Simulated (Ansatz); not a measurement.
Zr on the Al site + N vacancy (Zr_Al+V_N) in wurtzite AlN (start: the Al site; N 1.90 Å away; 96-site cell, 2×2×2 shifted sampling). All values below come from PBE, PAW (plane waves to 420 eV; Ansatz, a first-principles code). Total energies of the localised charge states, counted from that of charge +2, and their image corrections (point charge with alignment); the host's valence-band maximum lies at 6.942 eV on the cells' energy zero and its gap is 4.03 eV.

| charge | moment (μB) | E − E(first) (eV) | correction (eV) |
|---|---|---|---|
| +2 | not spin-polarised | 0.000 | 1.136 |
| +1 | 1.0 | 9.608 | 0.358 |
| 0 | 2.0 | 19.351 | 0.000 |
| −1 | 1.0 | 29.469 | 0.066 |

Derive the transition levels above the valence-band maximum and say which of them are thermodynamic.

A level is the Fermi energy at which two charges have equal formation energy: ε(q/q′) = [E(q′) + corr(q′) − E(q) − corr(q)] / (q − q′) − E_VBM.
ε(+2/+1) = [(9.608 + 0.358) − (0.000 + 1.136)] / 1 − 6.942 = 1.89 eV
ε(+1/0) = [(19.351 + 0.000) − (9.608 + 0.358)] / 1 − 6.942 = 2.44 eV
ε(0/−1) = [(29.469 + 0.066) − (19.351 + 0.000)] / 1 − 6.942 = 3.24 eV
Thermodynamic levels at least 0.1 eV inside the gap: (+2/+1) at 1.89 eV; (+1/0) at 2.44 eV; (0/−1) at 3.24 eV. Corrections reach 1.14 eV, so the outer levels may be off by several tenths of an eV. Only the charges listed were compared. The geometries come from one start. Flagged in the runs: a host whose relaxation on this sampling wasn't shown to rest.
